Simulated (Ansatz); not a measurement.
MgO (model structure, started from the CsCl type, Pm-3m, No. 221, 2 atoms in the cell; like a known high-pressure phase) was calculated with HSE06 (plane waves, PAW; Ansatz, a first-principles code).

Run with plane-wave cutoff 460 eV, 10×10×10 k mesh, Fermi–Dirac smearing 0.01 eV, scalar-relativistic PAW data made under PBE.

The cell is the one relaxed with PBEsol. Conventional cell: a = 2.6334 Å, b = 2.6334 Å, c = 2.6334 Å, α = 90.00°, β = 90.00°, γ = 90.00°.

```
MgO
1.0
    2.63342     0.00000     0.00000
    0.00000     2.63342     0.00000
    0.00000     0.00000     2.63342
Mg O
1 1
Direct
  0.00000   0.00000   0.00000
  0.50000   0.50000   0.50000
```

Task: List the 5 lowest band energies at Γ above −25 eV (eV, relative to the valence band maximum), grouping those that round alike.

Result: At Γ: -20.18, -1.08 (×3), 4.07.

Note: the run warned that its exchange threshold was loose for the stress; cell and atoms aren't relaxed at this level (pressure -2.5 GPa).

A model structure was made by putting elements into a prototype or built by hand; it is no filed structure, need not be a known phase, and can be a saddle point held by its symmetry.
